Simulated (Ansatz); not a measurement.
A relaxation of the atoms of NbW2 (P1, 12 atoms in the cell) with Ansatz (an electronic-structure program).

Method: PBE (plane waves, PAW; Ansatz).

The change in words: atoms moved at random; relax: default → atoms; relax.f_tol: default → 0.03 eV/Å. Reference geometry:
```yaml
crystal:
  lattice:
    - [5.40016, 0.00000, 0.00000]
    - [-2.70008, 4.67667, 0.00000]
    - [0.00000, 0.00000, 8.85655]
  atoms:
    - { symbol: Nb, position: [0.33333, 0.66667, 0.06286] }
    - { symbol: Nb, position: [0.66667, 0.33333, 0.56286] }
    - { symbol: Nb, position: [0.66667, 0.33333, 0.93714] }
    - { symbol: Nb, position: [0.33333, 0.66667, 0.43714] }
    - { symbol: W, position: [0.00000, 0.00000, 0.00000] }
    - { symbol: W, position: [0.00000, 0.00000, 0.50000] }
    - { symbol: W, position: [0.83049, 0.16951, 0.25000] }
    - { symbol: W, position: [0.66097, 0.83049, 0.75000] }
    - { symbol: W, position: [0.83049, 0.66097, 0.25000] }
    - { symbol: W, position: [0.16951, 0.83049, 0.75000] }
    - { symbol: W, position: [0.33903, 0.16951, 0.25000] }
    - { symbol: W, position: [0.16951, 0.33903, 0.75000] }
```

Reference input (self-consistent single point, DFT, PBE, plane waves, default PAW files): kpoints.mp_grid.grid = 5 5 3; hamiltonian.xc = pbe; hamiltonian.pseudopotentials = {kind: paw} (the program's default PAW files); scf.occupations.method = cold; scf.occupations.width = 0.2 eV. This run's input differs from it in these lines:

Ansatz 0.2 input:
```diff
@@ -7,14 +7,14 @@
   atoms:
-    - { symbol: Nb, position_ang: [-0.00000270, 3.11778423, 0.55672261] }
-    - { symbol: Nb, position_ang: [2.70008170, 1.55888977, 4.98499661] }
-    - { symbol: Nb, position_ang: [2.70008170, 1.55888977, 8.29982539] }
-    - { symbol: Nb, position_ang: [-0.00000270, 3.11778423, 3.87155139] }
-    - { symbol: W, position_ang: [0.00000000, 0.00000000, 0.00000000] }
-    - { symbol: W, position_ang: [0.00000000, 0.00000000, 4.42827400] }
-    - { symbol: W, position_ang: [4.02704632, 0.79276639, 2.21413700] }
-    - { symbol: W, position_ang: [1.32696732, 3.88390761, 6.64241100] }
-    - { symbol: W, position_ang: [2.70007900, 3.09114121, 2.21413700] }
-    - { symbol: W, position_ang: [-1.32696732, 3.88390761, 6.64241100] }
-    - { symbol: W, position_ang: [1.37311168, 0.79276639, 2.21413700] }
-    - { symbol: W, position_ang: [0.00000000, 1.58553279, 6.64241100] }
+    - { symbol: Nb, position_ang: [0.01487204, 3.15814860, 0.55325970] }
+    - { symbol: Nb, position_ang: [2.69898547, 1.54345675, 4.99998189] }
+    - { symbol: Nb, position_ang: [2.65004384, 1.56308943, 8.29328926] }
+    - { symbol: Nb, position_ang: [0.01379200, 3.10879098, 3.84027892] }
+    - { symbol: W, position_ang: [0.00589967, -0.01060202, 0.02782727] }
+    - { symbol: W, position_ang: [0.00449023, -0.01579313, 4.39838315] }
+    - { symbol: W, position_ang: [4.01345683, 0.78324001, 2.20473135] }
+    - { symbol: W, position_ang: [1.35726221, 3.90772123, 6.64633445] }
+    - { symbol: W, position_ang: [2.70028421, 3.07741985, 2.24153916] }
+    - { symbol: W, position_ang: [-1.30835838, 3.89615114, 6.64143678] }
+    - { symbol: W, position_ang: [1.36226276, 0.79060577, 2.21920295] }
+    - { symbol: W, position_ang: [-0.01259857, 1.58114607, 6.64474027] }
 kpoints:
@@ -26,2 +26,4 @@
   occupations: { method: cold, width: 0.2 eV }
+relax:
+  f_tol: 0.03
 output:
```

Log, with long lists cut:

```
   [... SCF lines of the steps left out ...]
relax step   1: F+E_penalty+E_count = -101285.58715758 eV  Δ(F+E_penalty+E_count) = +0.000e0 eV  max|allowed force component| = 5.474e-1 eV/Å  Δτ_max = 0.0000 Å  (5 SCF iters, dr2 threshold 2.25e-5 eV, accepted)
relax step   2: F+E_penalty+E_count = -101285.64276543 eV  Δ(F+E_penalty+E_count) = -5.561e-2 eV  max|allowed force component| = 7.699e-1 eV/Å  Δτ_max = 0.1505 Å  (5 SCF iters, dr2 threshold 1.87e-5 eV, accepted)
relax step   3: F+E_penalty+E_count = -101285.71572231 eV  Δ(F+E_penalty+E_count) = -7.296e-2 eV  max|allowed force component| = 3.840e-2 eV/Å  Δτ_max = 0.0502 Å  (5 SCF iters, dr2 threshold 3.71e-5 eV, accepted)
relax step   4: F+E_penalty+E_count = -101285.71572318 eV  Δ(F+E_penalty+E_count) = -8.705e-7 eV  max|allowed force component| = 3.795e-2 eV/Å  Δτ_max = 0.0000 Å  (3 SCF iters, accepted)
relax step   5: F+E_penalty+E_count = -101285.71619220 eV  Δ(F+E_penalty+E_count) = -4.690e-4 eV  max|allowed force component| = 2.957e-3 eV/Å  Δτ_max = 0.0082 Å  (5 SCF iters, accepted)
Stability not checked (fill_not_monotonic)
Free energy (F): -101285.716192 eV
Internal energy: -101285.673952 eV  (E = F + TS)
E sigma→0 (E₀):  -101285.702112 eV
Entropy (-TS):   -0.042240 eV (-3.520 meV/atom)
Fermi energy:    18.200138 eV
--- Forces (eV/Å), atoms counted from 1 ---
  atom   1  Nb     0.00037488    -0.00006369    -0.00180062
  atom   2  Nb    -0.00010630     0.00012395    -0.00295659
  atom   3  Nb    -0.00026701     0.00007932     0.00240615
  atom   4  Nb     0.00012599    -0.00008489     0.00253410
  atom   5  W     -0.00010976     0.00010374    -0.00037131
   [... lines left out ...]
    - { symbol: W, position: [0.8303206267061597, 0.6606756021957139, 0.2500045245408058] }
    - { symbol: W, position: [0.16968421822040372, 0.8303388678398052, 0.7500084274704991] }
    - { symbol: W, position: [0.33932850214936755, 0.16966383206993904, 0.24999325298489064] }
    - { symbol: W, position: [0.16966401481013219, 0.3393278887815369, 0.7499966671406926] }
```

The run converged. 

Summary of the result:
| Property | Value |
|---|---|
| Free energy E − TS (on the zero of these files) | -101285.7162 eV |
| Fermi level (on the code's own zero) | 18.20 eV |
| Pressure | -11.35 GPa |
| Largest force (vector length) | 0.003 eV/Å |
| Relaxation steps | 5 |

The starting cell was generated: these elements placed on a structure prototype, without a prior relaxation; it need not be a known phase or ordering of this composition. Its lattice was rescaled by a random factor within 2.5 % of one. For this run, on top of that: atoms moved at random. Spin polarisation is off. Ansatz's pressure includes its estimate of the finite-basis (Pulay) stress.

Cost on one core of a shared machine: roughly 4 min.
